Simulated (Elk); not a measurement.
A self-consistent single point of Sn (Im-3m, 1 atom in the cell) with Elk.

Level of theory: LDA (PW92), all-electron FP-LAPW, Elk's shipped species files, default APW+lo basis in Elk.

The change in words: lattice scaled by 0.98; gmaxvr: default → 9.3 1/bohr. Reference geometry:
```xyz
1
Lattice="-1.8890 1.8890 1.8890 1.8890 -1.8890 1.8890 1.8890 1.8890 -1.8890" Properties=species:S:1:pos:R:3 pbc="T T T"
Sn     0.0000     0.0000     0.0000
```

Reference input (self-consistent single point, DFT, LDA (PW92), all-electron FP-LAPW, Elk's shipped species files, default APW+lo basis): swidth = 0.00367493 Ha; ngridk = 10 10 10; maxscl = 100. This run's input differs from it in these lines:

```diff
@@ -2,2 +2,5 @@
   0
+
+gmaxvr
+  9.3
 
@@ -10,5 +13,5 @@
 avec
-   -3.5696283987    3.5696283987    3.5696283987
-    3.5696283987   -3.5696283987    3.5696283987
-    3.5696283987    3.5696283987   -3.5696283987
+   -3.4982364355    3.4982364355    3.4982364355
+    3.4982364355   -3.4982364355    3.4982364355
+    3.4982364355    3.4982364355   -3.4982364355
```

Output, abridged:

```
│ Self-consistent loop started │
│ Loop number : 1 │
 total energy                :     -6175.92214660
│ Loop number : 2 │
 total energy                :     -6175.93603008
RMS change in Kohn-Sham potential (target) :   0.3809698016E-01 (  0.1000000000E-05)
Absolute change in total energy (target)   :   0.1388348459E-01 (  0.1000000000E-03)
│ Loop number : 3 │
 total energy                :     -6175.92841490
RMS change in Kohn-Sham potential (target) :   0.3785757784E-01 (  0.1000000000E-05)
Absolute change in total energy (target)   :   0.4144309456E-02 (  0.1000000000E-03)
│ Loop number : 4 │
   [... lines left out ...]
Absolute change in total energy (target)   :   0.4353981658E-03 (  0.1000000000E-03)
│ Loop number : 13 │
 total energy                :     -6173.76264978
RMS change in Kohn-Sham potential (target) :   0.3848385849E-07 (  0.1000000000E-05)
Absolute change in total energy (target)   :   0.1112551226E-03 (  0.1000000000E-03)
│ Loop number : 14 │
 total energy                :     -6173.76265049
RMS change in Kohn-Sham potential (target) :   0.1421987623E-07 (  0.1000000000E-05)
Absolute change in total energy (target)   :   0.2709871114E-04 (  0.1000000000E-03)
Convergence targets achieved

│ Loop number : 15 │

Energies :
 Fermi                       :     0.252332035519
 total energy                :     -6173.76265070

Density of states at Fermi energy :    19.31113991
 (states/Hartree/unit cell)

Estimated indirect band gap :   0.1869343877E-02
 from k-point     45 to k-point      4
Estimated direct band gap   :   0.7107752069E-02
 at k-point     45

Charges :
 core                        :    30.00000000
 valence                     :    20.00000000
 interstitial                :    1.886616043
 muffin-tins (core leakage)
  species :    1 (Sn)
   atom    1                 :    48.11338396     (  0.6807906879E-04)
 total in muffin-tins        :    48.11338396
 total calculated charge     :    49.99687593
 total charge                :    50.00000000
 error                       :   0.3124068497E-02

│ Self-consistent loop stopped │
```

The run converged in 15 iterations. The count includes the last loop, which Elk runs after its targets are met. Against the reference run the free energy drops by 15.1 meV/atom.

The starting cell comes from a database of computed structures (which also holds hypothetical and non-ambient phases and stackings), without a prior relaxation at this level. Its lattice was rescaled by up to half a per cent. For this run, on top of that: lattice scaled by 0.98. Values depend on the basis (sphere radii, cutoffs, local orbitals), which need not be converged. The log's line on a gap gives a spacing of levels on this mesh, which the program prints for metals too.
